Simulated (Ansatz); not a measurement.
Take WGe in the rock salt structure (space group Fm-3m, No. 225; a = 5.098 Å; a hypothetical phase, not in the database extracts checked) as the base.

One thing is altered: P takes the place of Ge on all its sites; the structure is relaxed again.

Levels (all Ansatz, an electronic-structure program, PAW, earlier PAW set): PBEsol (420 eV, no spin-orbit coupling); PBEsol+SOC (420 eV, spin-orbit coupling included).

The geometry is relaxed with PBEsol.

| Item | Result |
|---|---|
| PBEsol pressure | 0.0 GPa |

Task: How does going to PBEsol+SOC change the pressure?

Result: The pressure goes from zero to 0.4 GPa.

Single points use the geometry relaxed with PBEsol. The spin-orbit shifts are approximate. Whether these cells are dynamically stable was not tested. As relaxed here, WP is a hypothetical phase, not in the database extracts checked. The runs without spin-orbit coupling are not spin-polarised. An odd electron count without spin: WP. WP and WGe have a high density of states at the Fermi level and may be magnetic at this level.
